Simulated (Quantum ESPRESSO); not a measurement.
Quantum ESPRESSO run on Mg2As (Immm, 6 atoms in the cell): self-consistent single point.

Method of the run: PBEsol, SSSP 1.1.2 efficiency (PBE) pseudopotentials (plane waves; Quantum ESPRESSO).

```yaml
crystal:
  lattice:
    - [1.95945, 2.86631, 6.08573]
    - [-1.95945, 2.86631, 6.08573]
    - [-1.95945, -2.86631, 6.08573]
  atoms:
    - { symbol: Mg, position: [0.80277, 0.00000, 0.80277] }
    - { symbol: Mg, position: [0.19723, 0.00000, 0.19723] }
    - { symbol: Mg, position: [0.50000, 0.75504, 0.74496] }
    - { symbol: Mg, position: [0.50000, 0.24496, 0.25504] }
    - { symbol: As, position: [0.14400, 0.50000, 0.64400] }
    - { symbol: As, position: [0.85600, 0.50000, 0.35600] }
```

Reference input (self-consistent single point, DFT, PBEsol, plane waves, SSSP 1.1.2 efficiency (PBE) pseudopotentials): ecutwfc = 35 Ry; ecutrho = 280 Ry; occupations = smearing; smearing = methfessel-paxton; degauss = 0.019992 Ry; input_dft = pbesol; potentials = {Mg: Mg.pbe-n-kjpaw_psl.0.3.0.UPF, As: As.pbe-n-rrkjus_psl.0.2.UPF}; K_POINTS = automatic 5 5 5 0 0 0; conv_thr = 1e-10 Ry; mixing_beta = 0.3. This run's input differs from it in these lines:

```diff
@@ -19,3 +19,3 @@
   smearing = 'methfessel-paxton'
-  degauss = 0.019992
+  degauss = 0.02205
   input_dft = 'pbesol'
@@ -37,3 +37,3 @@
 K_POINTS {automatic}
-5 5 5  0 0 0
+6 6 6  0 0 0
```

Output (repeated stretches shortened):

```
     Self-consistent Calculation

     iteration #  1     ecut=    35.00 Ry     beta= 0.30

     total energy              =    -167.34705329 Ry
     estimated scf accuracy    <       0.27825516 Ry

     iteration #  2     ecut=    35.00 Ry     beta= 0.30

     total energy              =    -167.38260113 Ry
     estimated scf accuracy    <       0.02485994 Ry

     iteration #  3     ecut=    35.00 Ry     beta= 0.30

     total energy              =    -167.38334934 Ry
     estimated scf accuracy    <       0.00793530 Ry

   [... 7 blocks of this kind left out ...]

     iteration # 11     ecut=    35.00 Ry     beta= 0.30

     total energy              =    -167.38441694 Ry
     estimated scf accuracy    <          5.2E-10 Ry

     iteration # 12     ecut=    35.00 Ry     beta= 0.30
     End of self-consistent calculation

     the Fermi energy is     4.3800 ev

!    total energy              =    -167.38441694 Ry
     estimated scf accuracy    <          7.6E-11 Ry
     smearing contrib. (-TS)   =       0.00003969 Ry
     internal energy E=F+TS    =    -167.38445664 Ry

     convergence has been achieved in  12 iterations

     Forces acting on atoms (cartesian axes, Ry/au):

     atom    1 type  1   force =     0.00000000   -0.00000000   -0.00508242
     atom    2 type  1   force =     0.00000000    0.00000000    0.00508242
     atom    3 type  1   force =     0.00000000    0.00071205    0.00000000
     atom    4 type  1   force =     0.00000000   -0.00071205    0.00000000
     atom    5 type  2   force =     0.00000000    0.00000000   -0.00269216
     atom    6 type  2   force =    -0.00000000    0.00000000    0.00269216

     Total force =     0.008196     Total SCF correction =     0.000005

          total   stress  (Ry/bohr**3)                   (kbar)     P=      -43.44
  -0.00031226  -0.00000000   0.00000000          -45.94       -0.00        0.00
  -0.00000000  -0.00027127  -0.00000000           -0.00      -39.91       -0.00
  -0.00000000   0.00000000  -0.00030234           -0.00        0.00      -44.48

   JOB DONE.
```

The run converged in 12 iterations. Against the reference run the free energy drops by 5.8 meV/atom, the pressure stays near -4.34 GPa while the xx stress (positive for compression) goes from -4.27 to -4.59 GPa and the largest force goes from 0.157 to 0.131 eV/Å.

The starting cell comes from a database of computed structures (which also holds hypothetical and non-ambient phases and stackings), without a prior relaxation at this level. Its lattice was rescaled by a random factor within 2.5 % of one. With a pressure of about -4 GPa the cell is away from its equilibrium volume at this level. The run gives no clean gap (levels at the Fermi energy touch, overlap or are partly filled at this smearing), which alone does not show that the compound is a metal.

Cost on one core of a shared machine: roughly 80 s.
